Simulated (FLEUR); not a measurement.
# A series of runs on Al₂Au (Fm-3m, 3 atoms in the cell)

```
Al2Au
1.0
    0.00000     3.00000     3.00000
    3.00000     0.00000     3.00000
    3.00000     3.00000     0.00000
Au Al
1 2
Direct
  0.00000   0.00000   0.00000
  0.25000   0.25000   0.25000
  0.75000   0.75000   0.75000
```

Base run A: PBE, all-electron FLAPW (FLEUR), scalar-relativistic valence in FLEUR, self-consistent single point.

Its settings: Kmax = 4.4 1/bohr; GmaxXC = 17.6 1/bohr; xcFunctional = pbe; jspins = 1; l_soc = F; mode = gauss; fermiSmearingEnergy = 0.00999582 Htr; mesh (inpgen div1-3) = 7 7 7; inpgen gamma flag = false; Gmax = 17.6 1/bohr; numbands = 0; maxIterBroyd = 25; imix = Anderson; alpha = 0.05; precondParam = 0; minDistance = 1e-05 me/bohr^3; ctail = T; kcrel = 0; coretail_lmax = 0; theta = 0.

The starting cell comes from a database of published, mostly measured structures (it also holds non-ambient and calculated ones), without a prior relaxation at this level. Values depend on the basis (sphere radii, cutoffs, local orbitals), which need not be converged.

ΔE is the total energy (no entropy term) per atom less that of run A. 

Runs:
- B: lattice scaled by 0.97
- C: lattice scaled by 0.97; Kmax: 4.4 1/bohr → 3.41 1/bohr; Gmax: 17.6 1/bohr → 13.6 1/bohr; GmaxXC: 17.6 1/bohr → 13.6 1/bohr
- D: lattice scaled by 0.985
- E: lattice scaled by 0.985; Kmax: 4.4 1/bohr → 3.41 1/bohr; Gmax: 17.6 1/bohr → 13.6 1/bohr; GmaxXC: 17.6 1/bohr → 13.6 1/bohr
- F: lattice scaled by 1.015
- G: lattice scaled by 1.015; Kmax: 4.4 1/bohr → 3.41 1/bohr; Gmax: 17.6 1/bohr → 13.6 1/bohr; GmaxXC: 17.6 1/bohr → 13.6 1/bohr
- H: lattice scaled by 1.03
- I: lattice scaled by 1.03; Kmax: 4.4 1/bohr → 3.41 1/bohr; Gmax: 17.6 1/bohr → 13.6 1/bohr; GmaxXC: 17.6 1/bohr → 13.6 1/bohr
- J: Kmax: 4.4 1/bohr → 3.41 1/bohr; Gmax: 17.6 1/bohr → 13.6 1/bohr; GmaxXC: 17.6 1/bohr → 13.6 1/bohr

```json
[
 {"run": "A", "ΔE (meV/atom)": "0.00", "basis size": "534"},
 {"run": "B", "ΔE (meV/atom)": "92.6", "basis size": "531"},
 {"run": "C", "ΔE (meV/atom)": "121.3", "basis size": "231"},
 {"run": "D", "ΔE (meV/atom)": "30.2", "basis size": "531"},
 {"run": "E", "ΔE (meV/atom)": "59.6", "basis size": "259"},
 {"run": "F", "ΔE (meV/atom)": "-2.9", "basis size": "559"},
 {"run": "G", "ΔE (meV/atom)": "27.2", "basis size": "271"},
 {"run": "H", "ΔE (meV/atom)": "17.3", "basis size": "583"},
 {"run": "I", "ΔE (meV/atom)": "47.9", "basis size": "283"},
 {"run": "J", "ΔE (meV/atom)": "29.6", "basis size": "262"}
]
```

Run D against A: The total energy goes up by 30.2 meV/atom.

Run H against A: The total energy rises by 17.3 meV/atom.

Run F against A: The total energy goes down by 2.9 meV/atom.
